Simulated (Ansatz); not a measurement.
We consider AlB2-type ZrB2, described by BLYP (Ansatz, a program for electronic structure, PAW).

Settings: plane-wave cutoff 520 eV, 18×18×12 k mesh (along the axes of the cell as run), Fermi–Dirac smearing 0.1 eV, perturbation theory, scalar-relativistic PAW data made under PBE.

Computed at the level's own relaxed cell.

ZrB2 is modelled in the hexagonal space group P6/mmm (No. 191), Pearson symbol hP3. Conventional cell: a = b = 3.1859 Å, c = 3.6111 Å, α = β = 90.00°, γ = 120.00°. Zr on 1a sees 12 B at 2.577 Å. B on 2d sees 3 B at 1.839 Å and 6 Zr at 2.577 Å. (Neighbours: up to the widest gap in distance over summed covalent radii, below 1.35, at either atom; cation-cation and far metal-metal contacts left out.)

Harmonic phonon frequencies (cm⁻¹; i marks an imaginary mode):

| q point | frequencies |
|---|---|
| Γ | 0 0 0 417 417 435 518 721 721 |
| M | 211 211 276 497 498 501 626 648 704 |
| K | 224 247 247 505 505 606 606 625 676 |
| A | 190 190 221 377 377 466 591 725 725 |
| L | 202 234 253 493 516 569 615 651 697 |
| H | 210 241 241 545 545 601 601 619 661 |

No imaginary mode appears at these points.
